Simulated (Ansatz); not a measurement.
The starting structures come from a database of crystals and need not be the phases stable at ambient conditions.

Given:

```yaml
crystal:
  lattice:
    - [4.61362, 0.00000, 0.00000]
    - [0.00000, 4.61362, 0.00000]
    - [0.00000, 0.00000, 6.49047]
  atoms:
    - { symbol: Mg, position: [0.50000, 0.50000, 0.50000] }
    - { symbol: Cd, position: [0.00000, 0.00000, 0.00000] }
    - { symbol: Te, position: [0.00000, 0.50000, 0.25545] }
    - { symbol: Te, position: [0.50000, 0.00000, 0.74455] }
```

Space group of this cell: P-4m2. The cell is taken as given; by PBEsol its mean pressure is -0.9 GPa.

Level of theory: PBEsol (plane waves, PAW; Ansatz, a quantum-chemistry and plane-wave program).

The current runs along the normal of the first two printed vectors; no spin-orbit coupling. Scaled by the factor s: the length along the current (ions clamped). Meshes 8×8×6 and 8×8 across the current in all rows.

| s | mean pressure (GPa) | band gap (eV) |
|---|---|---|
| 0.97 | 0.2 | ? |
| 1.00 | -0.9 | 1.35 |
| 1.03 | -1.8 | 1.22 |

Take the slope of the band gap against ln s from the two given rows, extrapolate to s = 0.97, and say what the run there gives.

Slope = (1.22 − 1.35) / ln 1.03 = -4.40 eV. The line gives 1.35 + (-4.40) × ln 0.97 = 1.48 eV. The run gives 1.43 eV, 0.05 eV under the line, 40 % of the predicted step.
